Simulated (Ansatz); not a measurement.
Base system: CoCl$_{3}$ in the ReO3 type structure (space group Pm-3m, No. 221; a = 4.5603 Å; ferromagnetic; a hypothetical phase, not in the database extracts checked; relaxed with 0.1 eV smearing). Axes: x, y, z lie along the cube axes.

Structures relaxed with PBEsol/PAW in Ansatz (a quantum-chemistry and plane-wave program), without spin-orbit coupling.

Base:

Simulated powder pattern, Cu Kα1, λ = 1.54056 Å (kinematic, ideal powder, no thermal factors, no anomalous dispersion; the 14 strongest lines at most, above 2 %, up to 2θ = 90°):

| 2θ (°) | I/Imax (%) | hkl |
|---|---|---|
| 19.45 | 100 | (100) |
| 27.64 | 5.3 | (110) |
| 34.02 | 6.3 | (111) |
| 39.49 | 43 | (200) |
| 44.38 | 40 | (210) |
| 48.88 | 2.6 | (211) |
| 57.08 | 26 | (220) |
| 60.89 | 18 | (221) |
| 71.62 | 8.3 | (222) |
| 75.04 | 7.4 | (320) |
| 85.01 | 4.0 | (400) |
| 88.28 | 9.8 | (322) |

Modification: uniaxial stress, 3 GPa compression along x, with the cell and atoms free to relax against it.

Q: How do the reflections move or split?

A: 
Simulated powder pattern, Cu Kα1, λ = 1.54056 Å (kinematic, ideal powder, no thermal factors, no anomalous dispersion; the 14 strongest lines at most, above 2 %, up to 2θ = 90°):

| 2θ (°) | I/Imax (%) | hkl |
|---|---|---|
| 19.27 | 100 | (010) |
| 20.18 | 45 | (100) |
| 28.05 | 5.0 | (110) |
| 34.25 | 9.0 | (111) |
| 39.11 | 43 | (020) |
| 41.03 | 19 | (200) |
| 43.95 | 20 | (021) |
| 44.40 | 20 | (120) |
| 45.70 | 18 | (210) |
| 56.50 | 13 | (022) |
| 57.97 | 24 | (220) |
| 60.63 | 7.1 | (122) |
| 61.69 | 13 | (221) |
| 72.17 | 12 | (222) |

The indices refer to the base's conventional cell; one index is shown for lines that coincide. The space group is now P4/mmm (No. 123).

Load acts through the strain it causes; cell and atoms are relaxed under it. Stability under load was not tested beyond the relaxation. No Hubbard U is applied and the magnetic state is the run's own (CoCl3 ferromagnetic); other magnetic orders, which need larger cells, were not tried and can change the gap.
